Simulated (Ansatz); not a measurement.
The reference is BaTiO3 in the cubic perovskite structure (space group Pm-3m, No. 221).

```
CELL_PARAMETERS angstrom
      4.01946     0.00000     0.00000
      0.00000     4.01946     0.00000
      0.00000     0.00000     4.01946
ATOMIC_POSITIONS crystal
  Ba 0.00000 0.00000 0.00000
  Ti 0.50000 0.50000 0.50000
  O  0.00000 0.50000 0.50000
  O  0.50000 0.50000 0.00000
  O  0.50000 0.00000 0.50000
```

Cartesian axes are those of the cell as printed.

Computed with Ansatz (a first-principles code) PBE, spin-orbit coupling left out, earlier PAW set.

One thing is altered: the cell is scaled by 1.0147 in all directions, atoms relaxed at fixed cell.

Task: Predict the stress tensor and what it implies for the stiffness.

Result: Stress of the strained cell less that of the base (GPa, compression positive):
```
  -6.46    0.00    0.00
   0.00   -6.46    0.00
   0.00    0.00   -6.46
```

Then B = −ΔP/(ΔV/V₀) with ΔV/V₀ = 0.0448 gives secant stiffness values (nonlinear terms included at this strain): B ≈ 144 GPa.

As a check, the harmonic strain energy −½ V₀ Δσ:ε is 12 meV/atom; the computed energy rise is 12 meV/atom.

Whether these cells are dynamically stable was not tested. The final runs are not spin-polarised. Many cubic perovskites are stable only at high temperature; tilts and polar distortions were not tested. This is not the structure that BaTiO3 has at room temperature and ambient pressure.
